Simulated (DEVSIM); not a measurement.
System: abrupt In0.53Ga0.47As p-n junction, at 300 K.

Layer 1 from the left is In0.53Ga0.47As, thickness (μm) 90.0, Na (cm⁻³) 3.4e15, τn (s) 5.8e-10, τp (s) 5.8e-10. Layer 2 from the left is In0.53Ga0.47As, thickness (μm) 88.0, Nd (cm⁻³) 7.1e15, τn (s) 5.8e-10, τp (s) 5.8e-10.

Left contact: ohmic. Right contact: ohmic. Voltage is applied to the left contact. Recombination: SRH at mid-gap, radiative, Auger. Mobility is constant in doping.

This is a model device: material constants are rounded textbook-type values typed into the input, and sizes, dopings and lifetimes were drawn at random. Values at 300 K.

In0.53Ga0.47As: gap (eV) 0.74, affinity (eV) 4.51, permittivity 13.9, Nc (cm⁻³) 2.1e17, Nv (cm⁻³) 7.7e18, μn (cm²/Vs) 12000, μp (cm²/Vs) 300, B (cm³/s) 9.6e-11, Cn (cm⁶/s) 5e-29, Cp (cm⁶/s) 5e-29.

Estimate by hand the built-in potential, the peak field at zero bias, the capacitance at -0.6 V, and compare with a numerical solution.


- Built-in potential: ni = √(Nc Nv) exp(−Eg/2kT) = 7.74e11 cm⁻³ with Eg = 0.740 eV; Vbi = kT/q ln(Na Nd/ni²) = 0.453 V; numerical 0.453 V.
- Peak field at zero bias: depletion approximation: W = √(2εVbi/(qN)) = 0.550 μm with N = 2.30e15 cm⁻³; field = 2Vbi/W = 16500 V/cm; numerical 15500 V/cm (estimate above by 6.2 %).
- Capacitance at -0.6 V: C = √(qεN / 2(Vbi + |V|)) = 14.7 nF/cm²; numerical 15.0 nF/cm² (estimate below by 2.5 %).

Model (solved in DEVSIM): 1D drift-diffusion, Boltzmann statistics, complete ionisation; no tunnelling, impact ionisation, image-force lowering or self-heating.
